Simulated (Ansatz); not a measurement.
Cubic perovskite KZnF3 was calculated with HSE06 (PAW; Ansatz, an electronic-structure program).

Run with plane-wave cutoff 460 eV, 6×6×6 k mesh, Fermi–Dirac smearing 0.01 eV, scalar-relativistic PAW data made under PBE.

Properties against volume:

| V (Å³/atom) | P (GPa) | direct gap at Γ (eV) | smallest gap on the k mesh (eV) |
|---|---|---|---|
| 12.892 | 4.50 | 8.319 | 6.456 |
| 13.374 | 1.19 | 7.990 | 6.330 |
| 13.571 | 0.03 | 7.863 | 6.280 |
| 13.910 | -1.78 | 7.651 | 6.195 |
| 14.249 | -3.35 | 7.450 | 6.112 |

The fundamental gap (6.28 eV at the equilibrium volume, on the SCF mesh) lies elsewhere than Γ–Γ.
